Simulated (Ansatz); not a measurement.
## One Sb atom on a Si site, 4x4x4 cubic cells, neutral, without spin

Geometry as solved with PBE, support functions at accuracy medium on the grid of 420 eV in Ansatz (a quantum-chemistry and plane-wave program).

```xyz
512
Lattice="21.88 0.00 0.00 0.00 21.88 0.00 0.00 0.00 21.88" Properties=species:S:1:pos:R:3 pbc="T T T"
Si     0.00     0.00     0.00
Si     1.37     1.37     1.37
Si     2.73     2.73     0.00
Si     4.10     4.10     1.37
Si     2.73     0.00     2.73
Si     4.10     1.37     4.10
Si     0.00     2.73     2.73
Si     1.37     4.10     4.10
Si     0.00     0.00     5.47
Si     1.37     1.37     6.84
Si     2.73     2.73     5.47
Si     4.10     4.10     6.84
Si     2.73     0.00     8.20
Si     4.10     1.37     9.57
Si     0.00     2.73     8.20
Si     1.37     4.10     9.57
Si     0.00     0.00    10.94
Si     1.37     1.36    12.31
Si     2.73     2.73    10.94
Si     4.09     4.09    12.31
Si     2.73     0.00    13.68
Si     4.10     1.37    15.04
Si     0.00     2.73    13.68
Si     1.37     4.10    15.04
Si     0.00     0.00    16.41
Si     1.37     1.37    17.78
Si     2.73     2.73    16.41
Si     4.10     4.10    17.78
Si     2.73     0.00    19.15
Si     4.10     1.37    20.51
Si     0.00     2.73    19.15
Si     1.37     4.10    20.51
Si     0.00     5.47     0.00
Si     1.37     6.84     1.37
Si     2.73     8.20     0.00
Si     4.10     9.57     1.37
Si     2.73     5.47     2.73
Si     4.10     6.84     4.10
Si     0.00     8.20     2.73
Si     1.37     9.57     4.10
Si     0.00     5.47     5.47
Si     1.37     6.84     6.84
Si     2.73     8.20     5.47
Si     4.10     9.57     6.83
Si     2.73     5.47     8.20
Si     4.10     6.83     9.57
Si     0.00     8.20     8.20
Si     1.37     9.57     9.57
Si     0.00     5.47    10.94
Si     1.37     6.84    12.31
Si     2.73     8.20    10.94
Si     4.10     9.57    12.31
Si     2.73     5.47    13.68
Si     4.10     6.83    15.05
Si     0.00     8.20    13.68
Si     1.37     9.57    15.04
Si     0.00     5.47    16.41
Si     1.37     6.84    17.78
Si     2.73     8.20    16.41
Si     4.09     9.57    17.79
Si     2.73     5.47    19.15
Si     4.10     6.84    20.51
Si     0.00     8.20    19.15
Si     1.37     9.57    20.51
Si     0.00    10.94     0.00
Si     1.37    12.31     1.36
Si     2.73    13.68     0.00
Si     4.10    15.04     1.37
Si     2.73    10.94     2.73
Si     4.09    12.31     4.09
Si     0.00    13.68     2.73
Si     1.37    15.04     4.10
Si     0.00    10.94     5.47
Si     1.37    12.31     6.84
Si     2.73    13.68     5.47
Si     4.10    15.05     6.83
Si     2.73    10.94     8.20
Si     4.10    12.31     9.57
Si     0.00    13.68     8.20
Si     1.37    15.04     9.57
Si     0.00    10.94    10.94
Si     1.37    12.31    12.31
Si     2.73    13.68    10.94
Si     4.10    15.05    12.31
Si     2.73    10.94    13.68
Si     4.10    12.31    15.05
Si     0.00    13.68    13.68
Si     1.37    15.04    15.04
Si     0.00    10.94    16.41
Si     1.37    12.31    17.78
Si     2.73    13.68    16.41
Si     4.10    15.04    17.78
Si     2.73    10.94    19.15
Si     4.10    12.31    20.51
Si     0.00    13.68    19.15
Si     1.37    15.04    20.51
Si     0.00    16.41     0.00
Si     1.37    17.78     1.37
Si     2.73    19.15     0.00
Si     4.10    20.51     1.37
Si     2.73    16.41     2.73
Si     4.10    17.78     4.10
Si     0.00    19.15     2.73
Si     1.37    20.51     4.10
Si     0.00    16.41     5.47
Si     1.37    17.78     6.84
Si     2.73    19.15     5.47
Si     4.10    20.51     6.84
Si     2.73    16.41     8.20
Si     4.09    17.79     9.57
Si     0.00    19.15     8.20
Si     1.37    20.51     9.57
Si     0.00    16.41    10.94
Si     1.37    17.78    12.31
Si     2.73    19.15    10.94
Si     4.10    20.51    12.31
Si     2.73    16.41    13.68
Si     4.10    17.78    15.04
Si     0.00    19.15    13.68
Si     1.37    20.51    15.04
Si     0.00    16.41    16.41
Si     1.37    17.78    17.78
Si     2.73    19.15    16.41
Si     4.10    20.51    17.78
Si     2.73    16.41    19.15
Si     4.10    17.78    20.51
Si     0.00    19.15    19.15
Si     1.37    20.51    20.51
Si     5.47     0.00     0.00
Si     6.84     1.37     1.37
Si     8.20     2.73     0.00
Si     9.57     4.10     1.37
Si     8.20     0.00     2.73
Si     9.57     1.37     4.10
Si     5.47     2.73     2.73
Si     6.84     4.10     4.10
Si     5.47     0.00     5.47
Si     6.84     1.37     6.84
Si     8.20     2.73     5.47
Si     9.57     4.10     6.83
Si     8.20     0.00     8.20
Si     9.57     1.37     9.57
Si     5.47     2.73     8.20
Si     6.83     4.10     9.57
Si     5.47     0.00    10.94
Si     6.84     1.37    12.31
Si     8.20     2.73    10.94
Si     9.57     4.10    12.31
Si     8.20     0.00    13.68
Si     9.57     1.37    15.04
Si     5.47     2.73    13.68
Si     6.83     4.10    15.05
Si     5.47     0.00    16.41
Si     6.84     1.37    17.78
Si     8.20     2.73    16.41
Si     9.57     4.09    17.79
Si     8.20     0.00    19.15
Si     9.57     1.36    20.51
Si     5.47     2.73    19.15
Si     6.84     4.10    20.51
Si     5.47     5.47     0.00
Si     6.84     6.84     1.37
Si     8.20     8.20     0.00
Si     9.57     9.57     1.37
Si     8.20     5.47     2.73
Si     9.57     6.83     4.10
Si     5.47     8.20     2.73
Si     6.83     9.57     4.10
Si     5.47     5.47     5.47
Si     6.84     6.84     6.84
Si     8.20     8.20     5.46
Si     9.57     9.57     6.82
Si     8.20     5.46     8.20
Si     9.57     6.82     9.57
Si     5.46     8.20     8.20
Si     6.82     9.57     9.57
Si     5.46     5.46    10.94
Si     6.82     6.81    12.31
Si     8.17     8.17    10.93
Si     9.45     9.45    12.43
Si     8.20     5.46    13.68
Si     9.57     6.81    15.07
Si     5.46     8.20    13.68
Si     6.82     9.56    15.06
Si     5.47     5.47    16.41
Si     6.83     6.83    17.78
Si     8.20     8.20    16.42
Si     9.57     9.57    17.78
Si     8.20     5.47    19.15
Si     9.57     6.84    20.51
Si     5.47     8.20    19.15
Si     6.84     9.57    20.51
Si     5.47    10.94     0.00
Si     6.84    12.31     1.37
Si     8.20    13.68     0.00
Si     9.57    15.04     1.37
Si     8.20    10.94     2.73
Si     9.57    12.31     4.10
Si     5.47    13.68     2.73
Si     6.83    15.05     4.10
Si     5.46    10.94     5.46
Si     6.82    12.31     6.82
Si     8.20    13.68     5.46
Si     9.57    15.06     6.82
Si     8.17    10.93     8.17
Si     9.45    12.43     9.45
Si     5.46    13.68     8.20
Si     6.82    15.06     9.57
Si     5.46    10.94    10.94
Si     6.82    12.31    12.31
Si     8.17    13.71    10.95
Si     9.57    15.06    12.31
Si     8.17    10.95    13.71
Si     9.57    12.31    15.06
Si     5.46    13.68    13.68
Si     6.84    15.04    15.04
Si     5.46    10.94    16.42
Si     6.83    12.31    17.78
Si     8.20    13.68    16.42
Si     9.57    15.05    17.78
Si     8.20    10.94    19.15
Si     9.57    12.31    20.51
Si     5.47    13.68    19.15
Si     6.84    15.04    20.51
Si     5.47    16.41     0.00
Si     6.84    17.78     1.37
Si     8.20    19.15     0.00
Si     9.57    20.51     1.37
Si     8.20    16.41     2.73
Si     9.57    17.79     4.09
Si     5.47    19.15     2.73
Si     6.84    20.51     4.10
Si     5.47    16.41     5.47
Si     6.83    17.78     6.83
Si     8.20    19.15     5.47
Si     9.57    20.51     6.84
Si     8.20    16.42     8.20
Si     9.57    17.78     9.57
Si     5.47    19.15     8.20
Si     6.84    20.51     9.57
Si     5.46    16.42    10.94
Si     6.83    17.78    12.31
Si     8.20    19.15    10.94
Si     9.57    20.51    12.31
Si     8.20    16.42    13.68
Si     9.57    17.78    15.05
Si     5.47    19.15    13.68
Si     6.84    20.51    15.04
Si     5.47    16.41    16.41
Si     6.84    17.78    17.78
Si     8.20    19.15    16.41
Si     9.57    20.51    17.78
Si     8.20    16.41    19.15
Si     9.57    17.78    20.51
Si     5.47    19.14    19.15
Si     6.84    20.51    20.51
Si    10.94     0.00     0.00
Si    12.31     1.37     1.37
Si    13.68     2.73     0.00
Si    15.04     4.10     1.37
Si    13.68     0.00     2.73
Si    15.04     1.37     4.10
Si    10.94     2.73     2.73
Si    12.31     4.09     4.09
Si    10.94     0.00     5.47
Si    12.31     1.37     6.84
Si    13.68     2.73     5.47
Si    15.05     4.10     6.83
Si    13.68     0.00     8.20
Si    15.04     1.37     9.57
Si    10.94     2.73     8.20
Si    12.31     4.10     9.57
Si    10.94     0.00    10.94
Si    12.31     1.37    12.31
Si    13.68     2.73    10.94
Si    15.05     4.10    12.31
Si    13.68     0.00    13.68
Si    15.04     1.37    15.04
Si    10.94     2.73    13.68
Si    12.31     4.10    15.05
Si    10.94     0.00    16.41
Si    12.31     1.37    17.78
Si    13.68     2.73    16.41
Si    15.04     4.10    17.78
Si    13.68     0.00    19.15
Si    15.04     1.37    20.51
Si    10.94     2.73    19.15
Si    12.31     4.10    20.51
Si    10.94     5.47     0.00
Si    12.31     6.84     1.37
Si    13.68     8.20     0.00
Si    15.04     9.57     1.37
Si    13.68     5.47     2.73
Si    15.05     6.83     4.10
Si    10.94     8.20     2.73
Si    12.31     9.57     4.10
Si    10.94     5.46     5.46
Si    12.31     6.82     6.82
Si    13.68     8.20     5.46
Si    15.06     9.57     6.82
Si    13.68     5.46     8.20
Si    15.06     6.82     9.57
Si    10.93     8.17     8.17
Si    12.43     9.45     9.45
Si    10.94     5.46    10.94
Si    12.31     6.82    12.31
Si    13.71     8.17    10.95
Si    15.06     9.57    12.31
Si    13.68     5.46    13.68
Si    15.04     6.84    15.04
Si    10.95     8.17    13.71
Si    12.31     9.57    15.06
Si    10.94     5.46    16.42
Si    12.31     6.83    17.78
Si    13.68     8.20    16.42
Si    15.05     9.57    17.78
Si    13.68     5.47    19.15
Si    15.04     6.84    20.51
Si    10.94     8.20    19.15
Si    12.31     9.57    20.51
Si    10.94    10.94     0.00
Si    12.31    12.31     1.37
Si    13.68    13.68     0.00
Si    15.04    15.04     1.37
Si    13.68    10.94     2.73
Si    15.05    12.31     4.10
Si    10.94    13.68     2.73
Si    12.31    15.05     4.10
Si    10.94    10.94     5.46
Si    12.31    12.31     6.82
Si    13.68    13.68     5.46
Si    15.04    15.04     6.84
Si    13.71    10.95     8.17
Si    15.06    12.31     9.57
Si    10.95    13.71     8.17
Si    12.31    15.06     9.57
Sb    10.94    10.94    10.94
Si    12.43    12.43    12.43
Si    13.71    13.71    10.93
Si    15.06    15.06    12.31
Si    13.71    10.93    13.71
Si    15.06    12.31    15.06
Si    10.93    13.71    13.71
Si    12.31    15.06    15.06
Si    10.94    10.94    16.42
Si    12.31    12.31    17.78
Si    13.68    13.68    16.42
Si    15.05    15.05    17.78
Si    13.68    10.94    19.15
Si    15.04    12.31    20.51
Si    10.94    13.68    19.15
Si    12.31    15.04    20.51
Si    10.94    16.41     0.00
Si    12.31    17.78     1.37
Si    13.68    19.15     0.00
Si    15.04    20.51     1.37
Si    13.68    16.41     2.73
Si    15.04    17.78     4.10
Si    10.94    19.15     2.73
Si    12.31    20.51     4.10
Si    10.94    16.42     5.46
Si    12.31    17.78     6.83
Si    13.68    19.15     5.47
Si    15.04    20.51     6.84
Si    13.68    16.42     8.20
Si    15.05    17.78     9.57
Si    10.94    19.15     8.20
Si    12.31    20.51     9.57
Si    10.94    16.42    10.94
Si    12.31    17.78    12.31
Si    13.68    19.15    10.94
Si    15.04    20.51    12.31
Si    13.68    16.42    13.68
Si    15.05    17.78    15.05
Si    10.94    19.15    13.68
Si    12.31    20.51    15.04
Si    10.94    16.42    16.42
Si    12.31    17.79    17.79
Si    13.68    19.15    16.41
Si    15.04    20.51    17.78
Si    13.68    16.41    19.15
Si    15.04    17.78    20.51
Si    10.94    19.15    19.15
Si    12.31    20.51    20.51
Si    16.41     0.00     0.00
Si    17.78     1.37     1.37
Si    19.15     2.73     0.00
Si    20.51     4.10     1.37
Si    19.15     0.00     2.73
Si    20.51     1.37     4.10
Si    16.41     2.73     2.73
Si    17.78     4.10     4.10
Si    16.41     0.00     5.47
Si    17.78     1.37     6.84
Si    19.15     2.73     5.47
Si    20.51     4.10     6.84
Si    19.15     0.00     8.20
Si    20.51     1.37     9.57
Si    16.41     2.73     8.20
Si    17.79     4.09     9.57
Si    16.41     0.00    10.94
Si    17.78     1.37    12.31
Si    19.15     2.73    10.94
Si    20.51     4.10    12.31
Si    19.15     0.00    13.68
Si    20.51     1.37    15.04
Si    16.41     2.73    13.68
Si    17.78     4.10    15.04
Si    16.41     0.00    16.41
Si    17.78     1.37    17.78
Si    19.15     2.73    16.41
Si    20.51     4.10    17.78
Si    19.15     0.00    19.15
Si    20.51     1.37    20.51
Si    16.41     2.73    19.15
Si    17.78     4.10    20.51
Si    16.41     5.47     0.00
Si    17.78     6.84     1.37
Si    19.15     8.20     0.00
Si    20.51     9.57     1.37
Si    19.15     5.47     2.73
Si    20.51     6.84     4.10
Si    16.41     8.20     2.73
Si    17.79     9.57     4.09
Si    16.41     5.47     5.47
Si    17.78     6.83     6.83
Si    19.15     8.20     5.47
Si    20.51     9.57     6.84
Si    19.15     5.47     8.20
Si    20.51     6.84     9.57
Si    16.42     8.20     8.20
Si    17.78     9.57     9.57
Si    16.42     5.46    10.94
Si    17.78     6.83    12.31
Si    19.15     8.20    10.94
Si    20.51     9.57    12.31
Si    19.15     5.47    13.68
Si    20.51     6.84    15.04
Si    16.42     8.20    13.68
Si    17.78     9.57    15.05
Si    16.41     5.47    16.41
Si    17.78     6.84    17.78
Si    19.15     8.20    16.41
Si    20.51     9.57    17.78
Si    19.15     5.47    19.15
Si    20.51     6.84    20.51
Si    16.41     8.20    19.15
Si    17.78     9.57    20.51
Si    16.41    10.94     0.00
Si    17.78    12.31     1.37
Si    19.15    13.68     0.00
Si    20.51    15.04     1.37
Si    19.15    10.94     2.73
Si    20.51    12.31     4.10
Si    16.41    13.68     2.73
Si    17.78    15.04     4.10
Si    16.42    10.94     5.46
Si    17.78    12.31     6.83
Si    19.15    13.68     5.47
Si    20.51    15.04     6.84
Si    19.15    10.94     8.20
Si    20.51    12.31     9.57
Si    16.42    13.68     8.20
Si    17.78    15.05     9.57
Si    16.42    10.94    10.94
Si    17.78    12.31    12.31
Si    19.15    13.68    10.94
Si    20.51    15.04    12.31
Si    19.15    10.94    13.68
Si    20.51    12.31    15.04
Si    16.42    13.68    13.68
Si    17.78    15.05    15.05
Si    16.42    10.94    16.42
Si    17.79    12.31    17.79
Si    19.15    13.68    16.41
Si    20.51    15.04    17.78
Si    19.15    10.94    19.15
Si    20.51    12.31    20.51
Si    16.41    13.68    19.15
Si    17.78    15.04    20.51
Si    16.41    16.41     0.00
Si    17.78    17.78     1.37
Si    19.15    19.15     0.00
Si    20.51    20.51     1.37
Si    19.15    16.41     2.73
Si    20.51    17.78     4.10
Si    16.41    19.15     2.73
Si    17.78    20.51     4.10
Si    16.41    16.41     5.47
Si    17.78    17.78     6.84
Si    19.15    19.15     5.47
Si    20.51    20.51     6.84
Si    19.15    16.41     8.20
Si    20.51    17.78     9.57
Si    16.41    19.15     8.20
Si    17.78    20.51     9.57
Si    16.42    16.42    10.94
Si    17.79    17.79    12.31
Si    19.15    19.15    10.94
Si    20.52    20.51    12.31
Si    19.15    16.41    13.68
Si    20.51    17.78    15.04
Si    16.41    19.15    13.68
Si    17.78    20.51    15.04
Si    16.41    16.41    16.41
Si    17.78    17.78    17.78
Si    19.15    19.15    16.41
Si    20.51    20.51    17.78
Si    19.15    16.41    19.15
Si    20.51    17.78    20.51
Si    16.41    19.15    19.15
Si    17.78    20.51    20.51
```
